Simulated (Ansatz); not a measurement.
The reference is InAgTe$_{2}$ in the chalcopyrite structure (space group I-42d, No. 122; a = 6.569 Å, c = 12.999 Å). Axes: x, y, z lie along a, b, c of the conventional cell.

Method: Ansatz (a program for electronic structure), PBE, PAW, cutoff 420 eV, spin-orbit coupling left out.

Perturbation: the cell is compressed by 0.75 % along z with no lateral relaxation; the atoms relax in the strained cell.

### Question
What happens to the energy relative to the base and stress?

### Answer
The energy rises by 0.3 meV/atom; the stress (xx, yy, zz, yz, xz, xy; compression positive) is (0.25, 0.25, 0.37, 0.00, 0.00, 0.00) GPa.

No phonon test of stability was made.
